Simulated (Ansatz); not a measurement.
Where the default PAW files enter, the runs use the earlier of Ansatz's two default sets.

Data:

```yaml
crystal:
  lattice:
    - [3.04757, 0.00000, 0.00000]
    - [0.00000, 5.81741, 0.00000]
    - [1.52378, -1.46094, 5.96390]
  atoms:
    - { symbol: Ga, position: [0.65884, 0.68527, 0.68232] }
    - { symbol: Ga, position: [0.34116, 0.31473, 0.31768] }
    - { symbol: Ga, position: [0.09047, 0.20521, 0.81906] }
    - { symbol: Ga, position: [0.90953, 0.79479, 0.18094] }
    - { symbol: O, position: [0.49647, 0.74334, 0.00706] }
    - { symbol: O, position: [0.50353, 0.25666, 0.99294] }
    - { symbol: O, position: [0.17337, 0.43677, 0.65326] }
    - { symbol: O, position: [0.82663, 0.56323, 0.34674] }
    - { symbol: O, position: [0.83550, 0.10915, 0.32900] }
    - { symbol: O, position: [0.16450, 0.89085, 0.67100] }
```

Space group of this cell: C2/m. The cell is taken as given; by r2SCAN its mean pressure is -1.5 GPa.

All values below come from r2SCAN (plane waves, PAW; Ansatz, a first-principles code).

The current runs along the normal of the first two printed vectors; no spin-orbit coupling. Scaled by the factor s: all lengths (ions clamped). Meshes 10×6×10 and 10×6 across the current in all rows.

| s | mean pressure (GPa) | band gap (eV) |
|---|---|---|
| 0.98 | 12.7 | 3.55 |
| 1.00 | -1.5 | 2.96 |
| 1.02 | -12.2 | ? |

Question: Take the slope of the band gap against ln s from the two given rows, extrapolate to s = 1.02, and say what the run there gives.

Answer: Slope = (3.55 − 2.96) / ln 0.98 = -29.2 eV. The line gives 2.96 + (-29.2) × ln 1.02 = 2.38 eV. The run gives 2.41 eV, 0.03 eV over the line, 5 % of the predicted step.
